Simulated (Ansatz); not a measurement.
Given:

```xyz
1
Lattice="-1.5566 1.5766 1.5502 1.6015 -1.5880 1.6064 1.6005 1.6319 -1.5615" Properties=species:S:1:pos:R:3 pbc="T T T"
Mo     0.0000     0.0000     0.0000
```

No spin polarisation.

Calculations: r2SCAN in Ansatz (plane waves to 500 eV, PAW, no SOC), earlier PAW set. Γ-centred 29×29×29 mesh, Fermi–Dirac width 0.1 eV.

Predict the pressure and band gap.

The pressure (mean of the normal stresses, compression positive) is -8.7 GPa and the band gap is zero.

The cells carry an imposed strain or load. No phonon test of stability was made. The final runs are not spin-polarised. The cell was made from Mo in the bcc (W type) structure (space group Im-3m, No. 229) by this change: strain tensor (xx, yy, zz, yz, xz, xy) = (+1.61, +1.82, +0.17, −0.36, +1.43, +1.40) %.

Ansatz is a program for electronic structure.
